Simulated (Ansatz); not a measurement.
The parent structure is an 18-atom supercell of Al$_{2}$Cu (space group I4/mcm, No. 140; a = 6.060 Å, c = 4.875 Å) at its relaxed geometry.

The values are results of PBE (Ansatz, a first-principles code; PAW; 420 eV plane waves; no spin-orbit coupling), not measurements.

For the base:

- Mean distance from the defect site to its nearest host atoms: 2.59 Å
- Pressure: 0.0 GPa

One thing is altered: a neutral Al vacancy, atoms relaxed at fixed cell, starting from a slightly rattled geometry.

Task: Predict the new mean distance from the defect site to its nearest host atoms.

Result: The mean distance from the defect site to its nearest host atoms grows by 0.03 Å, from 2.59 Å to 2.62 Å.

Task: Predict the new largest displacement of a host atom from its site in the perfect cell.

Result: The largest displacement of a host atom from its site in the perfect cell comes out as 0.07 Å.

Task: What does the calculation give for the pressure after the change?

Result: The pressure goes from zero to -1.6 GPa.

In so small a cell the defect repeats every few ångströms: this is an ordered compound, not a dilute defect. The final runs are not spin-polarised. The defect cell is not spin-polarised.
